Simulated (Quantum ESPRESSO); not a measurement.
# Parameter sweep on SrMg2 (C2/m, 6 atoms in the cell)

```
SrMg2
1.0
    6.29256    -1.78872     0.00000
    6.29256     1.78872     0.00000
   -3.07953     0.00000     8.44892
Sr Mg
2 4
Cartesian
  0.02632   0.00000   5.28345
  9.47926   0.00000   3.16547
  7.74845   0.00000   8.26245
  1.75713   0.00000   0.18647
  3.40311   0.00000   6.48412
  6.10247   0.00000   1.96480
```

Base run A: PBEsol, SSSP 1.1.2 efficiency (PBE) pseudopotentials run with Quantum ESPRESSO 7.5, self-consistent single point.

Its settings: ecutwfc = 40 Ry; ecutrho = 320 Ry; occupations = smearing; smearing = gauss; degauss = 0.019992 Ry; input_dft = pbesol; potentials = {Sr: Sr_pbe_v1.uspp.F.UPF, Mg: Mg.pbe-n-kjpaw_psl.0.3.0.UPF}; K_POINTS = automatic 5 5 2 0 0 0; conv_thr = 1e-10 Ry.

The starting cell comes from a database of computed structures (which also holds hypothetical and non-ambient phases and stackings), without a prior relaxation at this level. Without a gap this mesh is coarse (it stands for a supercell whose shortest vector is 18 Å).

ΔF is the free energy per atom less that of run A. 

Run A gave: pressure (GPa) -0.64; largest force (eV/Å) 0.083; TS (meV/atom) 26.9; k-points 18.

Runs:
- B: degauss, K_POINTS = 0.002205 Ry, automatic 5 5 2 0 0 0
- C: degauss, K_POINTS = 0.0073499 Ry, automatic 5 5 2 0 0 0
- D: degauss, K_POINTS = 0.02205 Ry, automatic 5 5 2 0 0 0
- E: degauss, K_POINTS = 0.002205 Ry, automatic 5 5 3 0 0 0
- F: degauss, K_POINTS = 0.0073499 Ry, automatic 5 5 3 0 0 0
- G: degauss, K_POINTS = 0.02205 Ry, automatic 5 5 3 0 0 0
- H: degauss, K_POINTS = 0.002205 Ry, automatic 6 6 3 0 0 0
- I: degauss, K_POINTS = 0.0073499 Ry, automatic 6 6 3 0 0 0
- J: degauss, K_POINTS = 0.02205 Ry, automatic 6 6 3 0 0 0
- K: degauss, K_POINTS = 0.002205 Ry, automatic 7 7 3 0 0 0
- L: degauss, K_POINTS = 0.0073499 Ry, automatic 7 7 3 0 0 0
- M: degauss, K_POINTS = 0.02205 Ry, automatic 7 7 3 0 0 0

Task: What does run C change against A?

Result: The free energy goes up by 11.7 meV/atom, the pressure moves little (-0.64 to -0.63 GPa) and the largest force goes from 0.083 to 0.089 eV/Å.

```csv
run,ΔF (meV/atom),pressure (GPa),largest force (eV/Å),TS (meV/atom),k-points
A,0.00,-0.64,0.083,26.9,18
B,13.2,-0.60,0.086,0.2,18
C,11.7,-0.63,0.089,3.6,18
D,-2.9,-0.63,0.084,32.7,18
E,20.3,-0.73,0.120,0.5,24
F,18.2,-0.71,0.115,4.4,24
G,1.18,-0.68,0.096,36.9,24
H,18.4,-0.67,0.075,0.5,34
I,16.3,-0.66,0.080,4.1,34
J,1.44,-0.65,0.087,32.4,34
K,30.8,-0.66,0.123,0.6,44
L,28.2,-0.66,0.121,5.6,44
M,8.8,-0.64,0.104,39.4,44
```
